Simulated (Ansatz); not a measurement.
## GaAs: isotropic strain −4.65 %

Consider GaAs in the zinc blende structure (space group F-43m, No. 216; a = 5.659 Å).

Modification: every lattice vector is shortened by 4.65 %, atoms relaxed at fixed cell.

Calculations: Ansatz (a quantum-chemistry and plane-wave program) PBEsol, scalar-relativistic without spin-orbit coupling, earlier PAW set. Settings: 10×10×10 k-points, 0.05 eV Fermi–Dirac smearing.

| quantity | base | changed | shift |
|---|---|---|---|
| volume per atom | 22.66 Å³ | 19.64 Å³ | -3.02 Å³ |
| space group | F-43m (No. 216) | F-43m (No. 216) | – |
| shortest interatomic distance | 245.1 pm | 233.7 pm | -11.4 pm |
| energy relative to the base (free energy F) | 0 meV/atom | +113 meV/atom | +113 meV/atom |
| pressure | 0.00 GPa | 13.74 GPa | +13.74 GPa |
| band gap | 0.42 eV | 1.05 eV | +0.63 eV |
| gap character | direct at Γ | indirect, Γ → X | – |
| smallest direct gap | 0.42 eV | 1.53 eV | +1.11 eV |
| width of the top valence band | 3.36 eV | 4.10 eV | +0.735 eV |
| hole mass (degenerate bands, along [100]) | 0.025, 0.34, 0.34 mₑ (at Γ) | 0.077, 0.29, 0.29 mₑ (at Γ) | – |
| valley order (the lowest conduction-band minima on the path, energy above the VBM, named in the base's zone) | Γ 0.42 eV; L along ⟨111⟩ 0.92 eV; a point along ⟨100⟩, about 1.0 Å⁻¹ from Γ 1.32 eV | a point along ⟨100⟩, about 1.0 Å⁻¹ from Γ 1.05 eV; L along ⟨111⟩ 1.34 eV; Γ 1.53 eV | – |

Final structure:

```xyz
2
Lattice="0.0000 2.6981 2.6981 2.6981 0.0000 2.6981 2.6981 2.6981 0.0000" Properties=species:S:1:pos:R:3 pbc="T T T"
As     4.0472     4.0472     4.0472
Ga     0.0000     0.0000     0.0000
```

Cost of the whole job for the changed cell (relaxation, final SCF and bands): very roughly 13 core-seconds.

Masses are band curvatures over ±0.01 Å⁻¹ around the edge. No phonon test of stability was made.
